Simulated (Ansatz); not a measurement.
Start from YN in the rock salt structure (space group Fm-3m, No. 225; a = 4.906 Å). Axes: x, y, z lie along the cube axes.

The values are results of PBE (Ansatz, a first-principles code, PAW, no spin-orbit coupling), earlier PAW set, not measurements.

Perturbation: every lattice vector is shortened by 0.54 %; the atoms relax in the strained cell.

### Question
Predict the stress tensor and what it implies for the stiffness.

### Answer
Stress of the strained cell less that of the base (GPa, compression positive):
```
   2.68    0.00    0.00
   0.00    2.68    0.00
   0.00    0.00    2.68
```

Then B = −ΔP/(ΔV/V₀) with ΔV/V₀ = -0.0161 gives secant stiffness values (nonlinear terms included at this strain): B ≈ 166 GPa.

Stability against distortions was not tested.
